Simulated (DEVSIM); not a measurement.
Structure: TaN/SiO2/n-Si capacitor, at 400 K.

```
layer (left to right)  material  thickness (nm)  Nd (cm⁻³)
---------------------  --------  --------------  ---------
1                          SiO2            40.0          -
2                            Si           15000     1.5e15
```

Metal gate on the left, work function 4.4 eV. Fixed charge at the semiconductor interface 4.1e10 cm⁻² (in units of +e); no interface traps.

Constants are typed, rounded textbook-type inputs, not results; the design itself was drawn at random and stands for no fabricated device. Values at 300 K; Nc and Nv go as T^1.5, mobilities as T to minus their exponent, the gap by Varshni's rule with the affinity fixed.

| parameter | SiO2 | Si |
|---|---|---|
| gap (eV) | 9 | 1.124 |
| affinity (eV) | 0.9 | 4.05 |
| permittivity | 3.9 | 11.7 |
| Nc (cm⁻³) | - | 2.86e19 |
| Nv (cm⁻³) | - | 3.1e19 |
| Varshni α (eV/K) | - | 0.000473 |
| Varshni β (K) | - | 636 |

DEVSIM, 1D Poisson equation in equilibrium, Boltzmann statistics, complete ionisation; no quantum confinement or tunnelling. Metal contacts follow the ideal Schottky-Mott rule: no Fermi-level pinning, no interface dipoles.

### Question
Tabulate band edges, carrier densities and field at -0.5 V on the gate.

### Answer
Energies count from the Fermi level of the right contact; mesh points crowd at the junctions.

| x (μm) | Ec (eV) | Ev (eV) | n (cm⁻³) | p (cm⁻³) | field (V/cm) |
|---|---|---|---|---|---|
| 0.000 | 4.000 | -5.000 | < 1e2 | < 1e2 | -52000 |
| 0.001979 | 3.990 | -5.010 | < 1e2 | < 1e2 | -52000 |
| 0.007404 | 3.962 | -5.038 | < 1e2 | < 1e2 | -52000 |
| 0.02067 | 3.893 | -5.107 | < 1e2 | < 1e2 | -52000 |
| 0.03567 | 3.816 | -5.184 | < 1e2 | < 1e2 | -52000 |
| 0.03910 | 3.798 | -5.202 | < 1e2 | < 1e2 | -52000 |
| 0.04058 | 0.642 | -0.454 | 3.5e11 | 9.1e13 | -11000 |
| 0.04583 | 0.637 | -0.460 | 4.2e11 | 7.7e13 | -11000 |
| 0.05818 | 0.624 | -0.473 | 6.1e11 | 5.3e13 | -10000 |
| 0.09230 | 0.589 | -0.507 | 1.7e12 | 2.0e13 | -9700 |
| 0.1917 | 0.505 | -0.592 | 1.9e13 | 1.7e12 | -7300 |
| 0.6320 | 0.363 | -0.734 | 1.2e15 | 2.7e10 | -630 |
| 1.735 | 0.355 | -0.742 | 1.5e15 | 2.1e10 | ≈ 0 |
| 4.729 | 0.355 | -0.742 | 1.5e15 | 2.1e10 | ≈ 0 |
| 11.93 | 0.355 | -0.742 | 1.5e15 | 2.1e10 | ≈ 0 |
| 13.96 | 0.355 | -0.742 | 1.5e15 | 2.1e10 | ≈ 0 |
| 14.65 | 0.355 | -0.742 | 1.5e15 | 2.1e10 | ≈ 0 |
| 14.90 | 0.355 | -0.742 | 1.5e15 | 2.1e10 | ≈ 0 |
| 15.01 | 0.355 | -0.742 | 1.5e15 | 2.1e10 | ≈ 0 |
| 15.03 | 0.355 | -0.742 | 1.5e15 | 2.1e10 | ≈ 0 |
| 15.04 | 0.355 | -0.742 | 1.5e15 | 2.1e10 | ≈ 0 |
| 15.04 | 0.355 | -0.742 | 1.5e15 | 2.1e10 | ≈ 0 |
